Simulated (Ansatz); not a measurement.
## A computed series for LiF: response to strain and stress

Take LiF in the rock salt structure (space group Fm-3m, No. 225; a = 3.990 Å) as the base. Axes: x, y, z lie along the cube axes.

Strains are applied to the cell and any free atomic positions relax; under biaxial strain the out-of-plane vector relaxes too; under stress the whole cell relaxes.

Method: r2SCAN in Ansatz (plane waves to 500 eV, PAW, scalar-relativistic without spin-orbit coupling).

Candidates:
(a) uniaxial stress, 2 GPa compression along x
(b) uniaxial stress, 3 GPa tension along x
(c) biaxial strain +0.40 %, plane normal [001], relaxed out of plane

For the base:

```
Item         Value
--------  --------
Band gap  10.33 eV
```

Order them by band gap, lowest first.

(b) uniaxial stress, 3 GPa tension along x (10.12 eV), (c) biaxial strain +0.40 %, plane normal [001], relaxed out of plane (10.27 eV), (a) uniaxial stress, 2 GPa compression along x (10.38 eV)

Beyond what the load breaks, stability against distortions was not tested.

Ansatz is a program for electronic structure.
